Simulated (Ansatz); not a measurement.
For Nb2Si (model structure, started from the Ni2In type, P6₃/mmc, No. 194, 6 atoms in the cell), PBE in Ansatz (plane waves, PAW) gives:

```
Item                             Result
------------------------------  -------
equilibrium lattice constant a  4.583 Å
c axis length                   5.397 Å
```

Question: What does PBE-D3(BJ) (PAW; Ansatz, an electronic-structure program) give for the same quantities?

Answer: 
- lattice constant a: 4.527 Å (falls by 1.2 %)
- lattice parameter c: 5.334 Å (falls by 1.2 %)

Changes are worked out from the printed values.

Unless a cell is named, each level is at its own relaxed cell (PBE 16.36, PBE-D3(BJ) 15.77 Å³/atom).

Ansatz's density-functional and Hartree–Fock values are scalar-relativistic unless marked +SOC, with PAW data made under PBE.

A model structure was made by putting elements into a prototype or built by hand; it is no filed structure, need not be a known phase, and can be a saddle point held by its symmetry.
